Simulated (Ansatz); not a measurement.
Input:

```
CELL_PARAMETERS angstrom
      0.00000     2.70099     2.70099
      2.70099     0.00000     2.70099
      2.70099     2.70099     0.00000
ATOMIC_POSITIONS crystal
  Si 0.00000 0.00000 0.00000
  Si 0.25000 0.25000 0.25000
```

Calculation: LDA, finite-displacement electron-phonon coupling, linearised Boltzmann equation (plane waves, PAW, scalar-relativistic; Ansatz, a quantum-chemistry and plane-wave program). How the cell was made: relaxed with this functional, without spin-orbit coupling.

Q: Predict the intrinsic electron mobility at 300 K.

A: 1520 cm²/(V·s).

Scattering by harmonic phonons alone: no impurities, screening or carrier-carrier scattering, bands fixed at 0 K. From a coarser fine mesh the values given move by up to 6 %. The mesh was bound by memory.
